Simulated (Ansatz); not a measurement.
**A self-consistent single point of Sb (Pm-3m, 1 atom in the cell) with Ansatz (a first-principles code)**

Method: PBEsol, default PAW files made with PBE (plane waves; Ansatz).

The input file:

Ansatz 0.2 input:
```yaml
crystal:
  lattice:
    - [3.074090, 0.000000, 0.000000]
    - [0.000000, 3.074090, 0.000000]
    - [0.000000, 0.000000, 3.074090]
  atoms:
    - { symbol: Sb, position: [0.000000, 0.000000, 0.000000] }
basis:
  ecutwfc: 420.0
kpoints:
  mp_grid:
    grid: [11, 11, 11]
hamiltonian:
  xc: pbesol
  pseudopotentials:
    kind: paw
scf:
  occupations:
    method: gaussian
    width: 0.1
output:
  forces: true
  eigenvalues: true
  stress: true
```

Log, with long lists cut:

```
WARN ansatz: RAYON_NUM_THREADS=1 ignored (pool sized by the plan → 1); use --threads N
Pseudopotentials: kind: paw
Pseudopotential: Sb, paw, valence charge 15
Crystal: 1 atoms, lattice volume = 29.050 Å³
Basis set: ecut = 420 eV, 587 PW (Γ), exchange–correlation on 48×48×48 points (8 copies of the dense FFT grid, shifted against one another)
Bands: 12, of which v1, the nominal top of the filled ones, is band 8 counted from 1 (7 counted from 0)
Symmetry: 48 space group operations
Space group: Pm-3m (ITA 221), of the structure as read, at distance tolerance 3.1e-5 Å
k-points: 56 of 1331
PAW frozen core: Sb, regenerated for the run's functional, and the local potential with it
Initial density: superposition of atomic densities (neutral atoms: chi_scale 0, normalization atom), corrected by the library's trained network
Initial wavefunctions: pseudopotential atomic-orbital guess
Eigensolver: davidson
Functional: x = pbesol(κ = 0.804, μ = 0.12345679012345678), c = pbesol(β = 0.046)
SCF iter   1: F=—  HF=-6408.039304 eV  |F-HF|=—  |Δ(HF+E_count)|=         —  Δρ=2.23e-3  dr2=8.10e-4  ethr=1.77e-3  ⟨swp⟩=5.1  Hψ=3939  notcnv=0
all-band conjugate gradients solve this SCF's bands
preconditioner: auto → none
SCF iter   2: F=—  HF=-6408.038121 eV  |F-HF|=—  |Δ(HF+E_count)|=   1.18e-3  Δρ=1.45e-3  dr2=3.50e-4  ethr=5.40e-6  ⟨swp⟩=2.6  Hψ=1432  notcnv=0
SCF iter   3: F=—  HF=-6408.038045 eV  |F-HF|=—  |Δ(HF+E_count)|=   7.58e-5  Δρ=6.93e-4  dr2=7.13e-5  ethr=2.33e-6  ⟨swp⟩=2.0  Hψ=1062  notcnv=0
SCF iter   4: F=—  HF=-6408.037991 eV  |F-HF|=—  |Δ(HF+E_count)|=   5.43e-5  Δρ=1.99e-4  dr2=5.20e-6  ethr=4.75e-7  ⟨swp⟩=2.0  Hψ=1062  notcnv=0
SCF iter   5: F=—  HF=-6408.037989 eV  |F-HF|=—  |Δ(HF+E_count)|=   1.20e-6  Δρ=1.39e-4  dr2=2.77e-6  ethr=3.47e-8  ⟨swp⟩=1.0  Hψ=646  notcnv=0
SCF iter   6: F=—  HF=-6408.037988 eV  |F-HF|=—  |Δ(HF+E_count)|=   1.50e-6  Δρ=5.27e-5  dr2=4.00e-7  ethr=1.84e-8  ⟨swp⟩=2.4  Hψ=1034  notcnv=0
SCF iter   7: F=-6408.037988 eV  HF=-6408.037988 eV  |F-HF|=3.47e-9  |Δ(HF+E_count)|=   2.65e-7  Δρ=5.12e-6  dr2=3.14e-9  ethr=6.67e-10  ⟨swp⟩=7.0  Hψ=3235  notcnv=0
SCF 1 converged in 7 iterations: F = -6408.037988 eV  dr2 = 3.14e-9
SCF converged after 7 iterations
Free energy (F): -6408.037988 eV
Harris-Foulkes:  -6408.037988 eV  (|F-HF|=3.47e-9)
Internal energy: -6408.034668 eV  (E = F + TS)
E sigma→0 (E₀):  -6408.036328 eV
Entropy (-TS):   -0.003319 eV (-3.319 meV/atom)
Fermi energy:    10.132536 eV
--- Per-component energies (eV) ---
  E_band       = -162.884883
  E_kinetic    = 207.437944
  E_local      = -1551.302253  (includes V_loc(G=0)·N_el)
  E_nonlocal   = 364.022923
  E_hartree    = 703.767860
  E_xc         = -137.592733
  E_vxc        = -96.760088  (∫ρ·V_xc dr)
  E_paw        = -4499.523236  (= ΣΔE_a)
  E_vpaw       = -493.821459  (= ΣTr[D̂ρ^β])
  E_aug_tail   = -0.000002  (compensation charges beyond the density's cutoff)
  E_ewald      = -1495.177030
  E_core_change = 0.331857  (= ΣΔE_core)
  E_smearing   = -0.003319  (= −TS)
  E_closure    = 0.000000  (closes the sum)
  Σ components = -6408.037988   (vs F -6408.037988, Δ=0.00e0)
--- Forces (eV/Å), atoms counted from 1 ---
  atom   1  Sb    -0.00000000    -0.00000000     0.00000000
  max |Σ_I F_I| component: 2.47e-32 eV/Å
--- Stress (GPa, compression-positive) ---
       -0.454539       0.000000       0.000000
        0.000000      -0.454539       0.000000
        0.000000       0.000000      -0.454539
  P = ⅓ Tr σ = -0.4545 GPa (-4.545 kbar)
  The stress holds the Pulay correction. Without it, at fixed plane waves, as pw.x and ABINIT print it: P = -0.4906 GPa
--- Band table (eV; the first three rows and the last of 56) ---
  k-point 0: bands = ["-18.9118", "-18.9118", "-18.7162", "-18.7162", "-18.7162", "-2.3762", "13.5588", "13.5588", "13.5588", "17.4017", "17.4017", "18.5246"]
  k-point 1: bands = ["-18.9112", "-18.8982", "-18.7201", "-18.7201", "-18.7159", "-2.2529", "12.1296", "13.6811", "13.6811", "17.5041", "18.0926", "19.5753"]
  k-point 2: bands = ["-18.9095", "-18.8617", "-18.7307", "-18.7307", "-18.7150", "-1.8881", "9.8359", "14.0331", "14.0331", "17.8100", "18.5193", "22.3543"]
  k-point 55: bands = ["-18.8182", "-18.8180", "-18.8180", "-18.6424", "-18.6424", "5.3289", "8.5927", "8.5927", "8.8781", "14.9347", "15.2421", "15.2421"]
```

The run converged in 7 iterations.

The starting cell comes from a database of computed structures (which also holds hypothetical and non-ambient phases and stackings), without a prior relaxation at this level. Its lattice was rescaled by up to half a per cent. Spin-orbit coupling is off. Ansatz's pressure includes its estimate of the finite-basis (Pulay) stress.
